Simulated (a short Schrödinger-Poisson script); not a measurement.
## Symmetric double-gate stack, Si3N4 on p-type GaN

System: symmetric double-gate stack, Si3N4 on p-type GaN, at 77 K.

```csv
layer,material,thickness (nm),Na (cm⁻³)
1,Si3N4,3.5,-
2,GaN,2,2e16
3,Si3N4,3.5,-
```

The device is made up for the run: typed textbook-type constants, with dimensions and the other settings drawn at random. Si3N4: permittivity 7.5, conduction-band edge (eV) 2, gap (eV) 5.1, electron mass (mₑ) 0.5. GaN: permittivity 9.5, conduction-band edge (eV) 0, gap (eV) 3.43, Nv at 300 K (cm⁻³) 4.6e19.

Channel valleys (confinement mass, in-plane density-of-states mass, number): Γ 0.2, 0.2, 1. At the gates, both at one voltage, the conduction-band edge of layer 1 lies 2.05 eV − eVg above the Fermi level of the channel. Gaps are held at their typed values at every temperature. Mesh 0.03 nm at interfaces.

Solved with a short Schrödinger-Poisson script written for these runs: 1D Poisson equation in equilibrium, electrons quantum, Hartree plus LDA exchange-correlation (BenDaniel-Duke, 12 states a valley, the channel's in-plane mass for all, wave functions free to enter the dielectric), parabolic valleys, classical holes, full ionisation, no traps, pinning or gate leakage.

```
Vg (V)  electrons (cm⁻²)  C (μF/cm²)  Γ E0 (meV)  Γ E1 (meV)
------  ----------------  ----------  ----------  ----------
0.25             1.45e11        2.50         8.0       698.2
0.35             2.04e12        3.02       -24.3       666.2
0.45             3.89e12        2.93       -46.6       642.1
0.55             5.71e12        2.89       -68.4       618.2
0.65             7.51e12        2.87       -89.9       594.4
0.75             9.29e12        2.85      -111.2       570.6
```

Gate voltages with under 1e6 electrons/cm² are left out.

Subbands count from the Fermi level. The capacitance is that of both gates.

In real p-type GaN the Mg acceptor is only partly ionised, and so wide a gap doesn't supply an inversion layer without source and drain.
